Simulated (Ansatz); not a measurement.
```
CELL_PARAMETERS angstrom
      0.00000     3.28900     3.28900
      3.28900     0.00000     3.28900
      3.28900     3.28900     0.00000
ATOMIC_POSITIONS crystal
  Mg 0.00000 0.00000 0.00000
  Te 0.25000 0.25000 0.25000
```

No spin polarisation.

Level of theory: plane-wave PAW DFT at the PBE level (Ansatz, a quantum-chemistry and plane-wave program, 420 eV), no SOC. Γ-centred 9×9×9 mesh, Fermi–Dirac width 0.05 eV.

Task: Predict the band gap, width of the top valence band and gap character.

Result: 
```json
{
 "band_gap": "2.19 eV",
 "width_of_the_top_valence_band": "1.33 eV",
 "gap_character": "direct at Γ"
}
```

With Te present, leaving out spin-orbit coupling can change the band edges. Load acts through the strain it causes; cell and atoms are relaxed under it. No phonon test of stability was made. The cell was made from MgTe in the zinc blende structure (space group F-43m, No. 216) by this change: pressure −1 GPa.
